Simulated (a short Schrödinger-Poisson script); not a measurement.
Stack: MOS inversion layer, SiO2 on p-type Si(100), at 300 K.

From the gate side: 3.6 nm SiO2; 1100 nm Si, acceptors 1.5e17 cm⁻³.

Constants are typed, rounded textbook-type inputs, not results; the design itself was drawn at random and stands for no fabricated device. SiO2: permittivity 3.9, conduction-band edge (eV) 3.15, gap (eV) 9, electron mass (mₑ) 0.5. Si: permittivity 11.7, conduction-band edge (eV) 0, gap (eV) 1.124, Nv at 300 K (cm⁻³) 3.1e19.

Channel valleys (confinement mass, in-plane density-of-states mass, number): Δ2 0.916, 0.19, 2; Δ4 0.19, 0.417, 4. At the gate the conduction-band edge of layer 1 lies 3.52 eV − eVg above the Fermi level of the channel; the field vanishes at the back. Gaps are held at their typed values at every temperature. Mesh 0.03 nm at interfaces.

From a short Schrödinger-Poisson script (our own, NumPy): 1D Poisson equation in equilibrium, electrons quantum, Hartree (BenDaniel-Duke, 12 states a valley, the channel's in-plane mass for all, wave functions ending at the dielectric), parabolic valleys, classical holes, full ionisation, no traps, pinning or gate leakage.

```csv
Vg (V),electrons (cm⁻²),C (μF/cm²),Δ2 E0 (meV from the Fermi level),Δ4 E0 (meV from the Fermi level)
0.45,5.78e9,0.134,191.0,230.6
0.6,2.16e11,0.520,95.3,138.2
0.75,7.90e11,0.708,58.6,106.3
0.9,1.48e12,0.767,39.3,91.9
1.05,2.21e12,0.796,25.9,83.1
1.2,2.96e12,0.813,15.5,76.9
1.35,3.72e12,0.825,6.8,72.2
1.5,4.50e12,0.834,-0.8,68.4
1.65,5.28e12,0.840,-7.6,65.2
1.8,6.07e12,0.846,-13.9,62.5
1.95,6.86e12,0.850,-19.7,60.0
2.1,7.66e12,0.854,-25.2,57.8
2.25,8.46e12,0.857,-30.5,55.7
2.4,9.27e12,0.860,-35.5,53.8
2.55,1.01e13,0.862,-40.4,52.0
2.7,1.09e13,0.864,-45.1,50.3
2.85,1.17e13,0.866,-49.7,48.7
```

Gate voltages with under 1e9 electrons/cm² are left out.

At Vg = 2.85 V the lowest Δ2 subband lies at -49.7 meV from the Fermi level. How many electrons does it hold, and what share of all?

The two-dimensional density of states is g m/(πħ²) = 1.59e11 cm⁻² meV⁻¹ (both spins), kT = 25.9 meV, so n = D kT ln(1 + exp(−E/kT)) = 8.45e12 cm⁻², 0.72 of the 1.17e13 cm⁻² in all.

Compare the slope of the sheet density between 2.55 and 2.85 V with the geometric capacitance of the layers between gate and channel.

q Δn/ΔV = 0.854 μF/cm²; ε0/Σ(t/ε) = 0.959 μF/cm². The ratio is 0.89: the channel acts as a further capacitance in series.
